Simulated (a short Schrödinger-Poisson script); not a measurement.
Structure: MOS inversion layer, SiO2 on p-type Si(100), at 300 K.

From the gate side: 1.1 nm SiO2; 300 nm Si, acceptors 2e18 cm⁻³.

The device is made up for the run: typed textbook-type constants, with dimensions and the other settings drawn at random. SiO2: permittivity 3.9, conduction-band edge (eV) 3.15, gap (eV) 9, electron mass (mₑ) 0.5. Si: permittivity 11.7, conduction-band edge (eV) 0, gap (eV) 1.124, Nv at 300 K (cm⁻³) 3.1e19.

Channel valleys (confinement mass, in-plane density-of-states mass, number): Δ2 0.916, 0.19, 2; Δ4 0.19, 0.417, 4. At the gate the conduction-band edge of layer 1 lies 3.41 eV − eVg above the Fermi level of the channel; the field vanishes at the back. Gaps are held at their typed values at every temperature. Mesh 0.03 nm at interfaces.

From a short Schrödinger-Poisson script (our own, NumPy): 1D Poisson equation in equilibrium, electrons quantum, Hartree (BenDaniel-Duke, 12 states a valley, the channel's in-plane mass for all, wave functions free to enter the dielectric), parabolic valleys, classical holes, full ionisation, no traps, pinning or gate leakage.

```
Vg (V)  electrons (cm⁻²)  C (μF/cm²)  Δ2 E0 (meV from the Fermi level)  Δ4 E0 (meV from the Fermi level)
------  ----------------  ----------  --------------------------------  --------------------------------
0.45              2.09e9       0.376                             202.3                             275.7
0.5              1.04e10       0.405                             160.6                             235.2
0.55             4.86e10       0.549                             120.4                             196.0
0.6              1.85e11       0.938                              85.3                             162.0
0.65             4.90e11        1.41                              59.2                             137.2
0.7              9.45e11        1.73                              41.1                             120.3
0.75             1.49e12        1.93                              27.8                             108.4
0.8              2.10e12        2.05                              17.4                              99.4
0.85             2.74e12        2.13                               8.8                              92.1
0.9              3.40e12        2.19                               1.4                              86.1
0.95             4.09e12        2.24                              -5.2                              80.9
1                4.79e12        2.28                             -11.1                              76.3
1.05             5.50e12        2.31                             -16.6                              72.1
1.1              6.22e12        2.33                             -21.7                              68.3
1.15             6.95e12        2.35                             -26.5                              64.8
1.2              7.68e12        2.37                             -31.1                              61.6
```

Gate voltages with under 1e9 electrons/cm² are left out.

Task: At Vg = 1.2 V the lowest Δ2 subband lies at -31.1 meV from the Fermi level. How many electrons does it hold, and what share of all?

Result: The two-dimensional density of states is g m/(πħ²) = 1.59e11 cm⁻² meV⁻¹ (both spins), kT = 25.9 meV, so n = D kT ln(1 + exp(−E/kT)) = 6.01e12 cm⁻², 0.78 of the 7.68e12 cm⁻² in all.

Task: Compare the slope of the sheet density between 1.1 and 1.2 V with the geometric capacitance of the layers between gate and channel.

Result: q Δn/ΔV = 2.34 μF/cm²; ε0/Σ(t/ε) = 3.14 μF/cm². The ratio is 0.75: the channel acts as a further capacitance in series.
